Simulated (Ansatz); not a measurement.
The reference is MoSi₂ (space group I4/mmm, No. 139).

```xyz
3
Lattice="-1.5951 1.5951 3.9103 1.5951 -1.5951 3.9103 1.5951 1.5951 -3.9103" Properties=species:S:1:pos:R:3 pbc="T T T"
Mo     0.0000     0.0000     0.0000
Si     0.0000     0.0000     2.6206
Si     0.0000     0.0000     5.2000
```

Level of theory: Ansatz (a program for electronic structure), PBEsol, PAW, cutoff 420 eV, scalar-relativistic without spin-orbit coupling.

One change was made to it. Results:

| quantity | base | after |
|---|---|---|
| volume per atom | 13.27 Å³ | 13.57 Å³ |
| c/a ratio | 2.451 | 2.203 |

Q: What was done to the base?
(A) Mo → Cu
(B) Si → Ge
(C) Mo → W

A: A, Mo → Cu. For comparison, the volume per atom in the other runs: Mo → W gives 13.36 Å³; Si → Ge gives 14.83 Å³.

No phonon test of stability was made. As relaxed here, CuSi2 is a hypothetical phase, not in the database extracts checked. For MoGe2 in this form, whether it has been made was not checked. The final runs are not spin-polarised. An odd electron count without spin: CuSi2.
